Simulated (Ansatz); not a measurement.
The starting structures come from a database of crystals and need not be the phases stable at ambient conditions.

 Where the default PAW files enter, the runs use the earlier of Ansatz's two default sets.

Data:

```
CELL_PARAMETERS angstrom
      4.22147     0.00000     0.00000
     -2.11074     3.65590     0.00000
      0.00000     0.00000     6.81672
ATOMIC_POSITIONS crystal
  Mg 0.66667 0.33333 0.49831
  Mg 0.33333 0.66667 0.99831
  Se 0.66667 0.33333 0.87669
  Se 0.33333 0.66667 0.37669
```

Space group of this cell: P6_3mc, wurtzite. The cell is taken as given.

Calculation: r2SCAN (plane waves, PAW; Ansatz, a quantum-chemistry and plane-wave program).

The current runs along the normal of the first two printed vectors; no spin-orbit coupling. Scaled by the factor s: the length along the current (ions clamped). The meshes follow the cell: 12×12×6 and 12×12 across at s = 0.97, 12×12×6 and 12×12 across at s = 1.00, 12×12×4 and 12×12 across at s = 1.03.

| s | mean pressure (GPa) | band gap (eV) |
|---|---|---|
| 0.97 | 1.7 | ? |
| 1.00 | 0.0 | 3.36 |
| 1.03 | -1.3 | 3.24 |

**Question.** Take the slope of the band gap against ln s from the two given rows, extrapolate to s = 0.97, and say what the run there gives.

**Answer.** Slope = (3.24 − 3.36) / ln 1.03 = -4.06 eV. The line gives 3.36 + (-4.06) × ln 0.97 = 3.48 eV. The run gives 3.45 eV, 0.03 eV under the line, 27 % of the predicted step.
